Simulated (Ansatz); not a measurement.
Consider this model of amorphous In₁₆Zn₈O₃₂.

```xyz
56
Lattice="8.8765 -0.5062 0.6549 -0.5062 9.4012 -0.0495 0.6549 -0.0495 9.5700" Properties=species:S:1:pos:R:3 pbc="T T T"
In     0.5159     5.1190     8.8395
In     8.2087     3.7310     6.1701
In     3.7090     5.8308     9.4898
In     0.1069     8.4593     5.0038
In     2.2058     8.2112     2.5423
In     6.2935     3.2902     9.0535
In     7.2639     0.5101     6.9140
In     6.3272    -0.1548     3.4223
In     7.1755     3.4053     2.6101
In     6.3175     6.3259     7.4698
In     3.7872     0.3930     5.4157
In     4.5173     6.0644     3.4889
In     5.1444     0.0294     9.1487
In     4.8428     3.8177     6.0740
In     1.3899     8.6930     8.4858
In     0.5092     1.8615     3.5185
Zn     8.0302     0.9475     0.6113
Zn     4.0150     2.5325     2.6619
Zn     1.2942     4.7267     2.1759
Zn     1.6659     2.6557     6.9299
Zn     2.3583     6.3130     6.4389
Zn     2.2058     2.4039     0.3521
Zn     6.3663     7.1607     0.5455
Zn     8.0691     6.8587     2.6079
O      3.3906     2.3573     6.1543
O      8.4533     5.0515     2.0125
O      2.0005     0.3809     3.9709
O      5.0599     1.4542     3.9294
O      7.1402     0.5523     9.0449
O      2.0982     2.8037     2.3766
O      3.7276     5.5081     5.3533
O      7.4090     5.3817     9.0656
O      3.8970     8.1714     3.8593
O      6.5198     2.6584     7.0025
O      8.0351     8.0893     0.9329
O      5.1781    -0.1104     7.0006
O      2.2229     8.9950     0.5744
O      6.6275     5.1483     5.7380
O      2.3355     4.2252     9.6457
O      7.8237    -0.2129     4.9035
O      8.6771     3.4108     4.1588
O      0.9851     4.6973     6.7436
O      5.2288     4.1297     2.8879
O      0.4964     7.2419     3.3740
O      7.6996     7.8852     7.2823
O      9.0740     1.6441     6.3780
O      4.1942     2.1322     0.4885
O      8.0987     2.9225    10.0564
O      1.6364     1.4562     8.6041
O      1.8240     8.3395     6.3398
O      6.1038     7.2279     2.5944
O      5.2661     7.2954     9.1988
O      2.8517     6.1120     2.0590
O      4.8824     4.7010     8.0947
O      7.7736     1.2414     2.5752
O      2.0782     6.6671     8.4059
```

Level of theory: PBE, scalar-relativistic without spin-orbit coupling (plane waves to 420 eV, PAW; Ansatz, a first-principles code).

The cell was made by melting and quenching with the CHGNet potential and then relaxed with DFT. O atoms were pushed apart under 1.9 Å during the dynamics, to hinder bonds among them. The hot cell started wider than the set density and was brought back towards it in steps. It is the lowest in DFT energy of 2 quenches. It is a model cell: composition and starting density were chosen by hand, and all elements were melted together. No dispersion term was used. Its density started from a set value of 6.17 and ended at 6.02 g/cm³. The simulated quench (nominally 420 K/ps over its main leg) is rapid and tends to freeze in more defects than a deposited or slowly cooled glass has. A cell of this size samples the disorder only roughly. Volume and shape were free in the relaxation.

Cut-offs for bonds: In-In 3.12 Å, In-Zn 2.90 Å, In-O 2.52 Å, Zn-Zn 2.68 Å, Zn-O 2.50 Å, O-O 1.58 Å. Two cations that share two anions don't count as bonded, nor two that share one unless they lie closer than In-In 3.04 Å, In-Zn 2.82 Å, Zn-Zn 2.61 Å.

Task: Give the coordination numbers, mean bond lengths and angles.

Result: 
| Property | Value |
|---|---|
| Mean coordination of In by anions | 5.25 (12 with 5, 4 with 6) |
| Mean coordination of Zn by anions | 4.25 (6 with 4, 2 with 5) |
| Mean coordination of O | 3.69 (10 with 3, 22 with 4) |
| Mean In-O bond | 2.181 Å (spread 0.065 Å, 84 counted) |
| Mean Zn-O bond | 2.046 Å (spread 0.094 Å, 34 counted) |
| Bond angle at In | mean 105.3°, spread 28.1° |
| Bond angle at Zn | mean 107.9°, spread 20.8° |
| Bond angle at O | mean 109.9°, spread 13.9° |

Task: List the pairs of like atoms that count as bonded by the rules above.

Result: There are none by these rules.

Task: What Bader charges do the atoms carry, from a run on the zone centre alone?

Result: Means (range): In +1.80 e (+1.76 to +1.85), Zn +1.24 e (+1.21 to +1.27), O -1.21 e (-1.24 to -1.18).
| atom | charge (e) |
|---|---|
| In1 | +1.85 |
| In2 | +1.77 |
| In3 | +1.81 |
| In4 | +1.78 |
| In5 | +1.78 |
| In6 | +1.78 |
| In7 | +1.83 |
| In8 | +1.78 |
| In9 | +1.80 |
| In10 | +1.76 |
| In11 | +1.85 |
| In12 | +1.84 |
| In13 | +1.77 |
| In14 | +1.82 |
| In15 | +1.81 |
| In16 | +1.84 |
| Zn17 | +1.27 |
| Zn18 | +1.23 |
| Zn19 | +1.27 |
| Zn20 | +1.24 |
| Zn21 | +1.24 |
| Zn22 | +1.24 |
| Zn23 | +1.21 |
| Zn24 | +1.21 |
| O25 | -1.21 |
| O26 | -1.22 |
| O27 | -1.22 |
| O28 | -1.21 |
| O29 | -1.22 |
| O30 | -1.21 |
| O31 | -1.20 |
| O32 | -1.24 |
| O33 | -1.22 |
| O34 | -1.22 |
| O35 | -1.20 |
| O36 | -1.22 |
| O37 | -1.21 |
| O38 | -1.18 |
| O39 | -1.22 |
| O40 | -1.23 |
| O41 | -1.21 |
| O42 | -1.21 |
| O43 | -1.21 |
| O44 | -1.18 |
| O45 | -1.18 |
| O46 | -1.24 |
| O47 | -1.21 |
| O48 | -1.20 |
| O49 | -1.20 |
| O50 | -1.20 |
| O51 | -1.20 |
| O52 | -1.21 |
| O53 | -1.22 |
| O54 | -1.23 |
| O55 | -1.21 |
| O56 | -1.22 |
